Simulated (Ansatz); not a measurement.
The starting structures come from a database of crystals and need not be the phases stable at ambient conditions.

Consider the following.

```yaml
crystal:
  lattice:
    - [6.09561, 0.00000, 0.00000]
    - [0.00000, 8.20361, 0.00000]
    - [0.00000, 0.00000, 5.67835]
  atoms:
    - { symbol: In, position: [0.00000, 0.50000, 0.50000] }
    - { symbol: In, position: [0.50000, 0.50000, 0.00000] }
    - { symbol: In, position: [0.50000, 0.00000, 0.00000] }
    - { symbol: In, position: [0.00000, 0.00000, 0.50000] }
    - { symbol: Bi, position: [0.04519, 0.75000, 0.01210] }
    - { symbol: Bi, position: [0.95481, 0.25000, 0.98790] }
    - { symbol: Bi, position: [0.45481, 0.25000, 0.51210] }
    - { symbol: Bi, position: [0.54519, 0.75000, 0.48790] }
    - { symbol: O, position: [0.04955, 0.25000, 0.36682] }
    - { symbol: O, position: [0.95045, 0.75000, 0.63318] }
    - { symbol: O, position: [0.45045, 0.75000, 0.86682] }
    - { symbol: O, position: [0.54955, 0.25000, 0.13318] }
    - { symbol: O, position: [0.81602, 0.94158, 0.17212] }
    - { symbol: O, position: [0.18398, 0.05842, 0.82788] }
    - { symbol: O, position: [0.68398, 0.05842, 0.67212] }
    - { symbol: O, position: [0.31602, 0.94158, 0.32788] }
    - { symbol: O, position: [0.31602, 0.55842, 0.32788] }
    - { symbol: O, position: [0.68398, 0.44158, 0.67212] }
    - { symbol: O, position: [0.18398, 0.44158, 0.82788] }
    - { symbol: O, position: [0.81602, 0.55842, 0.17212] }
```

Space group of this cell: Pnma. The cell is taken as given; by r2SCAN its mean pressure is -5.3 GPa.

Transport runs along the normal of the first two printed cell vectors.

The gap is the functional's own, uncorrected, and κ follows it; spin-orbit coupling is left out. Mid-gap values are interpolated between the computed energies.

Task: Estimate the band gap and the smallest decay constant κ at mid-gap that r2SCAN in Ansatz (a quantum-chemistry and plane-wave program) returns for this system.

Result: Gap 2.90 eV on a 6×4×6 mesh; κ = 0.355 1/Å, at (0.333, 0.000) of the in-plane reciprocal vectors. At the zone centre, at the nearest computed energy, the slowest state has κ = 0.40 1/Å.
